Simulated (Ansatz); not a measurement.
Start from LiF in the rock salt structure (space group Fm-3m, No. 225; a = 3.9902 Å). Axes: x, y, z lie along the cube axes.

Computed with r2SCAN (Ansatz, a quantum-chemistry and plane-wave program; PAW; 500 eV plane waves; no spin-orbit coupling).

Strains are applied to the cell and any free atomic positions relax; under biaxial strain the out-of-plane vector relaxes too; under stress the whole cell relaxes.

One change was made to it. Results:

```csv
quantity,base,after
band gap,10.33 eV,10.22 eV
energy relative to the base (free energy F),0 meV/atom,+0.3 meV/atom
```

Task: Name the change that was made.
A) biaxial strain −2.81 %, plane normal [110], relaxed out of plane
B) biaxial strain +0.58 %, plane normal [110], relaxed out of plane
C) biaxial strain +1.23 %, plane normal [001], relaxed out of plane
D) uniaxial strain ε_xx = +2.14 %
E) uniaxial stress, 3 GPa tension along x

Result: B, biaxial strain +0.58 %, plane normal [110], relaxed out of plane. For comparison, the band gap in the other runs: uniaxial strain ε_xx = +2.14 % gives 10.09 eV; uniaxial stress, 3 GPa tension along x gives 10.12 eV; biaxial strain −2.81 %, plane normal [110], relaxed out of plane gives 10.60 eV; biaxial strain +1.23 %, plane normal [001], relaxed out of plane gives 10.15 eV.

A biaxial case was relaxed in a doubled cell and then solved in the primitive one. Beyond what the load breaks, stability against distortions was not tested.
